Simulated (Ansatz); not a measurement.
Start from BN in the zinc blende structure (space group F-43m, No. 216).

```
BN
1.0
    0.00000     1.80285     1.80285
    1.80285     0.00000     1.80285
    1.80285     1.80285     0.00000
N B
1 1
Direct
  0.75000   0.75000   0.75000
  0.00000   0.00000   0.00000
```

Cartesian axes are those of the cell as printed.

The values are results of PBEsol (Ansatz, a first-principles code; PAW; 420 eV plane waves; without spin-orbit coupling), not measurements.

For the base:

| Property | Value |
|---|---|
| Band gap | 4.30 eV |

Modification: uniaxial stress, 3 GPa compression along x, with the cell and atoms free to relax against it.

Question: Estimate the effect on the band gap.

Answer: The band gap shrinks by 0.09 eV to 4.21 eV.

Question: Estimate the effect on the mean lateral Poisson ratio.

Answer: The mean lateral Poisson ratio comes out as 0.19.

Load acts through the strain it causes; cell and atoms are relaxed under it. Stability under load was not tested beyond the relaxation.
